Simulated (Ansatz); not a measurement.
**How the Voigt–Reuss–Hill shear modulus of L1₀ (CuAu-type) TiAl moves with the method**

No measured value is used here.

```
level (code)     value (GPa)  cell (Å³/atom)
---------------  -----------  --------------
LDA (Ansatz)               ?           15.30
PBE (Ansatz)            69.4           16.23
r²SCAN (Ansatz)         78.0           16.06
HSE06 (Ansatz)          84.5           16.03
```

Question: Complete the blanks.

Answer: 
- LDA (Ansatz, a program for electronic structure), value (GPa): 71.0

HSE06: hybrids on metals are sensitive to the k mesh. Each level is taken at its own relaxed cell. Cutoffs and k meshes differ between the levels. Ansatz's density-functional and Hartree–Fock values are scalar-relativistic unless marked +SOC, with PAW data made under PBE.
